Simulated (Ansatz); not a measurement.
Input:

```yaml
crystal:
  lattice:
    - [0.00000, 2.14819, 2.14819]
    - [2.14819, 0.00000, 2.14819]
    - [2.14819, 2.14819, 0.00000]
  atoms:
    - { symbol: As, position: [0.00000, 0.00000, 0.00000] }
    - { symbol: B, position: [0.50000, 0.50000, 0.50000] }
```

No spin polarisation.

A single point on hypothetical rock salt BAs with a change (isotropic strain −5.96 %), its geometry relaxed with PBEsol.

Level of theory: r2SCAN (Ansatz, a first-principles code), scalar-relativistic without spin-orbit coupling. k-mesh 22×22×22 (Γ-centred); smearing 0.1 eV (Fermi–Dirac).

### Question
Predict the pressure.

### Answer
42.2 GPa.

### Question
What is the computed band gap?

### Answer
Zero.

Single points use the geometry relaxed with PBEsol. No phonon test of stability was made. All final runs are without spin polarisation. The cell was made from BAs in the rock salt structure (space group Fm-3m, No. 225; a hypothetical phase, not in the database extracts checked) by this change: isotropic strain −5.96 %.
